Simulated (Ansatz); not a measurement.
System: hcp Tm. Method: LDA (Ansatz, a quantum-chemistry and plane-wave program, plane waves, PAW).

Run with plane-wave cutoff 520 eV, 18×18×10 k mesh (along the axes of the cell as run), Fermi–Dirac smearing 0.05 eV, spin-polarised with parallel moments, scalar-relativistic PAW data made under PBE.

Starting structure:

```xyz
2
Lattice="3.5400 0.0000 0.0000 -1.7700 3.0657 0.0000 0.0000 0.0000 5.5500" Properties=species:S:1:pos:R:3 pbc="T T T"
Tm     1.7700     1.0219     4.1625
Tm     0.0000     2.0438     1.3875
```

### Question
Into what structure does the relaxation of cell and atoms lead at this level, with the symmetry of the start kept?

### Answer
The volume falls by 5.4 %; final space group P6_3/mmc.
```xyz
2
Lattice="3.4217 0.0000 0.0000 -1.7109 2.9633 0.0000 0.0000 0.0000 5.6205" Properties=species:S:1:pos:R:3 pbc="T T T"
Tm     1.7109     0.9878     4.2154
Tm     0.0000     1.9755     1.4051
```

Note: the 4f shell is treated without U or exact exchange, so its levels and filling can be wrong; the collinear magnetic order is the start's and need not be the measured one.
